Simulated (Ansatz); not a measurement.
KTaO3, point defects

Consider a 20-atom supercell of KTaO3 in the cubic perovskite structure (space group Pm-3m, No. 221) at its relaxed geometry.

```xyz
20
Lattice="3.9853 -3.9853 -3.9853 -3.9853 3.9853 -3.9853 3.9853 3.9853 3.9853" Properties=species:S:1:pos:R:3 pbc="T T T"
K      0.0000     0.0000    -3.9853
K      0.0000     0.0000     0.0000
K      0.0000     3.9853     0.0000
K      3.9853     0.0000     0.0000
Ta     1.9927     1.9927    -1.9927
Ta     1.9927     1.9927     1.9927
Ta    -1.9927     1.9927    -1.9927
Ta     1.9927    -1.9927    -1.9927
O      0.0000     1.9927    -1.9927
O      3.9853    -1.9927    -1.9927
O      3.9853     1.9927    -1.9927
O      3.9853     1.9927     1.9927
O      1.9927     1.9927    -3.9853
O      1.9927     1.9927     0.0000
O     -1.9927     1.9927    -3.9853
O      1.9927    -1.9927    -3.9853
O      1.9927     0.0000    -1.9927
O     -1.9927     3.9853    -1.9927
O      1.9927     3.9853     1.9927
O      1.9927     3.9853    -1.9927
```

One neutral defect a cell, atoms relaxed at fixed cell.

All numbers come from Kohn–Sham DFT with the PBEsol functional, run in Ansatz (a first-principles code) with PAW and 420 eV plane waves, without spin-orbit coupling.

```csv
variant,largest displacement of a host atom from its site in the perfect cell,pressure,total moment of the cell
perfect supercell,–,0.0 GPa,–
O vacancy,[?],[?],[?]
"O on a Ta site (antisite), symmetric start",0.07 Å,0.9 GPa,2.4 μB
"K on a Ta site (antisite), symmetric start",0.15 Å,16.5 GPa,4.0 μB
```

### Question
What belongs in the blanks?

### Answer

- O vacancy, largest displacement of a host atom from its site in the perfect cell: 0.05 Å
- O vacancy, pressure: -0.2 GPa
- O vacancy, total moment of the cell: 0.1 μB

The magnetic state is the one reached from the starting moments; the real material's order can differ, and small cells can't hold many antiferromagnetic ones. In so small a cell the defect repeats every few ångströms: this is an ordered compound, not a dilute defect. A case with no gap was solved on a k-mesh chosen for an insulator, which is coarse for it. Defects with a symmetric start kept the site's symmetry and may sit on a saddle; the others started slightly shaken. Seeded moments were not kept for O vacancy. No Hubbard U is applied, and correlation can decide whether such a compound is a metal.
